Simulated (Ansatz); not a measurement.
Start from Sn in the diamond structure (space group Fd-3m, No. 227).

```yaml
crystal:
  lattice:
    - [0.00000, 3.28439, 3.28439]
    - [3.28439, 0.00000, 3.28439]
    - [3.28439, 3.28439, 0.00000]
  atoms:
    - { symbol: Sn, position: [0.50000, 0.50000, 0.50000] }
    - { symbol: Sn, position: [0.75000, 0.75000, 0.75000] }
```

Cartesian axes are those of the cell as printed.

The values are results of r2SCAN in Ansatz (plane waves to 500 eV, PAW, without spin-orbit coupling), earlier PAW set, not measurements.

Strains are applied to the cell and any free atomic positions relax; under biaxial strain the out-of-plane vector relaxes too.

One change was made to it. Results:

| quantity | base | after |
|---|---|---|
| energy relative to the base (free energy F) | 0 meV/atom | +6.7 meV/atom |
| shortest interatomic distance | 2.844 Å | 2.835 Å |

Q: Name the change that was made.
A. isotropic strain +1.72 %
B. strain tensor (xx, yy, zz, yz, xz, xy) = (+2.13, −0.65, −0.96, +1.63, −0.05, +0.73) %
C. biaxial strain +1.17 %, plane normal [001], relaxed out of plane
D. isotropic strain −1.86 %
E. biaxial strain +1.39 %, plane normal [111], relaxed out of plane

A: B, strain tensor (xx, yy, zz, yz, xz, xy) = (+2.13, −0.65, −0.96, +1.63, −0.05, +0.73) %. For comparison, the energy relative to the base in the other runs: biaxial strain +1.39 %, plane normal [111], relaxed out of plane gives +3.9 meV/atom; isotropic strain −1.86 % gives +16 meV/atom; isotropic strain +1.72 % gives +12 meV/atom; biaxial strain +1.17 %, plane normal [001], relaxed out of plane gives +2.0 meV/atom.

Whether these cells are dynamically stable was not tested.

Ansatz is a program for electronic structure.
